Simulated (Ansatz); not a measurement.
The reference is TiSi$_{2}$ (space group Fddd, No. 70; a = 4.7602 Å, b = 8.1802 Å, c = 8.4999 Å). Axes: x, y, z lie along a, b, c of the conventional cell.

Modification: the symmetric strain tensor [0.0002 0.0124 0.0214; 0.0124 0.0102 0.0017; 0.0214 0.0017 0.0057]; the atoms relax in the strained cell.

Levels (all Ansatz, a quantum-chemistry and plane-wave program, PAW): PBEsol (420 eV, without spin-orbit coupling); r2SCAN (500 eV, scalar-relativistic without spin-orbit coupling).

The geometry is relaxed with PBEsol.

```
Item                Value
---------------  --------
PBEsol pressure  -2.1 GPa
```

Q: What does r2SCAN give at this geometry for the pressure?

A: The pressure rises by 1.73 GPa (-2.1 GPa → -0.3 GPa).

Single points use the geometry relaxed with PBEsol. Their cutoffs differ, which shifts pressures a little. No phonon test of stability was made. The final runs are not spin-polarised.
